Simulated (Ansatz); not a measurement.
Consider SiO2 in the rutile structure (space group P4_2/mnm, No. 136; a = 4.195 Å, c = 2.678 Å).

Calculations: PBEsol (Ansatz, an electronic-structure program, PAW, no spin-orbit coupling).

Before the change:

The electron mass is 0.37 mₑ along c, 0.47 mₑ across (at Γ) and the valley order comes out as Γ 5.35 eV; A (1/2, 1/2, 1/2) 6.97 eV. The valence-band top at Γ comes out as 0.00, -0.88, -0.88 eV.

Now apply this change: a hydrostatic pressure of 9 GPa.

**Question.** Estimate the effect on the electron mass, valley order and valence-band top at Γ.

**Answer.** The electron mass goes from 0.37 mₑ along c, 0.47 mₑ across (at Γ) to 0.39 mₑ along c, 0.50 mₑ across (at Γ); the valley order (the lowest conduction-band minima on the path, energy above the VBM, named in the base's zone) goes from Γ 5.35 eV; A (1/2, 1/2, 1/2) 6.97 eV to Γ 5.81 eV; A (1/2, 1/2, 1/2) 7.26 eV; the valence-band top at Γ (three highest levels, from the VBM) becomes 0.00, -0.91, -0.91 eV (base: 0.00, -0.88, -0.88 eV).

The levels and masses belong to the bands next to the band gap. Load acts through the strain it causes; cell and atoms are relaxed under it. Effective masses come from finite differences of ±0.01 Å⁻¹. Whether these cells are dynamically stable was not tested. No other phases were tried under pressure.
